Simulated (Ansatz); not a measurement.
An Ansatz (an electronic-structure program) run: Ag with a change (isotropic strain −0.50 %); LDA/PAW in Ansatz, spin-orbit coupling left out.

Input:

Ansatz 0.2 input:
```yaml
crystal:
  lattice:
    - [0, 1.9904349632, 1.9904349632]
    - [1.9904349632, 0, 1.9904349632]
    - [1.9904349632, 1.9904349632, 0]
  atoms:
    - { symbol: Ag, position: [0, 0, 0] }
basis: { ecutwfc: 420, ecutrho_ratio: 4, xc_grid: 2, fft_grid_basis: typed }
kpoints: { mp_grid: { grid: [28, 28, 28] } }
hamiltonian:
  xc: lda
  dispersion: none
  pseudopotentials: { kind: paw }
scf: { occupations: { method: fermi_dirac, width: 0.1 }, convergence: { dr2_threshold: 0.0000000001 } }
relax: { f_tol: 0.005, max_steps: 50 }
output: { forces: true, stress: true }
checkpoint: { write: state.ck, write_every: 1000 }
```

Output:

```
Relaxation: its limit of steps is 50 (relax.max_steps)
WARN ansatz: RAYON_NUM_THREADS=1 ignored (pool sized by the plan → 1); use --threads N
Pseudopotentials: kind: paw
Pseudopotential: Ag, paw, valence charge 19
Functional definition: SPW92
Crystal: 1 atoms, lattice volume = 15.772 Å³
Basis set: ecut = 420 eV, 331 PW (Γ), exchange–correlation on 40×40×40 points (8 copies of the dense FFT grid, shifted against one another)
Bands: 14, of which v1, the nominal top of the filled ones, is band 10 counted from 1 (9 counted from 0)
Symmetry: 48 space group operations
Space group: Fm-3m (ITA 225), of the structure as read, at distance tolerance 2.5e-5 Å
k-points: 624 of 21952
PAW frozen core: Ag, regenerated for the run's functional, and the local potential with it
Initial density: superposition of atomic densities (neutral atoms: chi_scale 0, normalization atom), corrected by the library's trained network
Initial wavefunctions: pseudopotential atomic-orbital guess
Eigensolver: davidson
Functional: x = slater, c = lda
SCF iter   1: F=—  HF=-7458.164381 eV  |F-HF|=—  |Δ(HF+E_count)|=         —  Δρ=1.40e-2  dr2=2.54e-2  ethr=1.77e-3  ⟨swp⟩=4.6  Hψ=43580  notcnv=0
all-band conjugate gradients solve this SCF's bands
preconditioner: auto → none
SCF iter   2: F=—  HF=-7458.156686 eV  |F-HF|=—  |Δ(HF+E_count)|=   7.69e-3  Δρ=4.71e-3  dr2=2.28e-3  ethr=1.34e-4  ⟨swp⟩=1.8  Hψ=14800  notcnv=0
SCF iter   3: F=—  HF=-7458.155936 eV  |F-HF|=—  |Δ(HF+E_count)|=   7.50e-4  Δρ=1.35e-3  dr2=6.90e-5  ethr=1.20e-5  ⟨swp⟩=2.3  Hψ=11729  notcnv=0
SCF iter   4: F=—  HF=-7458.155928 eV  |F-HF|=—  |Δ(HF+E_count)|=   7.75e-6  Δρ=1.69e-4  dr2=8.83e-7  ethr=3.63e-7  ⟨swp⟩=2.0  Hψ=14420  notcnv=0
SCF iter   5: F=—  HF=-7458.155929 eV  |F-HF|=—  |Δ(HF+E_count)|=   3.23e-7  Δρ=1.73e-5  dr2=3.59e-8  ethr=4.65e-9  ⟨swp⟩=2.2  Hψ=11960  notcnv=0
SCF iter   6: F=—  HF=-7458.155929 eV  |F-HF|=—  |Δ(HF+E_count)|=   7.48e-9  Δρ=1.34e-6  dr2=2.33e-10  ethr=1.89e-10  ⟨swp⟩=2.1  Hψ=12206  notcnv=0
SCF iter   7: F=-7458.155929 eV  HF=-7458.155929 eV  |F-HF|=9.09e-13  |Δ(HF+E_count)|=  6.82e-11  Δρ=6.84e-8  dr2=4.17e-13  ethr=1.00e-12  ⟨swp⟩=4.0  Hψ=24856  notcnv=0
SCF 1 converged in 7 iterations: F = -7458.155929 eV  dr2 = 4.17e-13
relax step   1: F+E_penalty+E_count = -7458.15592875 eV  Δ(F+E_penalty+E_count) = +0.000e0 eV  max|allowed force component| = 0.000e0 eV/Å  Δτ_max = 0.0000 Å  (7 SCF iters, accepted)
SCF converged after 7 iterations
Free energy (F): -7458.155929 eV
Harris-Foulkes:  -7458.155929 eV  (|F-HF|=9.09e-13)
Internal energy: -7458.148240 eV  (E = F + TS)
E sigma→0 (E₀):  -7458.152084 eV
Entropy (-TS):   -0.007689 eV (-7.689 meV/atom)
Fermi energy:    18.845182 eV
--- Per-component energies (eV) ---
  E_band       = -209.633180
  E_kinetic    = 528.625131
  E_local      = -2075.260519  (includes V_loc(G=0)·N_el)
  E_nonlocal   = 86.126617
  E_hartree    = 949.622628
  E_xc         = -184.493193
  E_vxc        = -235.668564  (∫ρ·V_xc dr)
  E_paw        = -3770.007522  (= ΣΔE_a)
  E_vpaw       = -412.701381  (= ΣTr[D̂ρ^β])
  E_aug_tail   = 0.000243  (compensation charges beyond the density's cutoff)
  E_ewald      = -2993.486432
  E_core_change = 0.724807  (= ΣΔE_core)
  E_smearing   = -0.007689  (= −TS)
  E_closure    = 0.000000  (closes the sum)
  Σ components = -7458.155929   (vs F -7458.155929, Δ=0.00e0)
  [band-id]    e_kinetic+e_local+e_nonlocal+2·e_hartree+e_vxc+e_vpaw+e_augmentation_tail = -209.633218   (vs E_band -209.633180, Δ=-3.72e-5)
--- Forces (eV/Å), atoms counted from 1 ---
  atom   1  Ag    -0.00000000     0.00000000     0.00000000
  max |Σ_I F_I| component: 5.34e-32 eV/Å
--- Stress (GPa, compression-positive) ---
        2.180730       0.000000       0.000000
        0.000000       2.180730      -0.000000
        0.000000       0.000000       2.180730
  P = ⅓ Tr σ = 2.1807 GPa (21.807 kbar)
  The stress holds the Pulay correction. Without it, at fixed plane waves, as pw.x and ABINIT print it: P = 2.1583 GPa
  The stress includes an estimate of the error left by incomplete SCF convergence (largest component 0.0001 GPa).
--- Band table ---
  band table: none
--- Relaxed structure (1 steps of the walk, 1 accepted, 0 SCFs on fresh bases) ---
  F+E_penalty+E_count = -7458.15592875 eV   max|allowed force component| = 0.000e0 eV/Å
  atoms:
    - { symbol: Ag, position: [0.0, 0.0, 0.0] }
```

Whether these cells are dynamically stable was not tested. The cell was made from Ag in the fcc (Cu type) structure (space group Fm-3m, No. 225) by this change: isotropic strain −0.50 %.
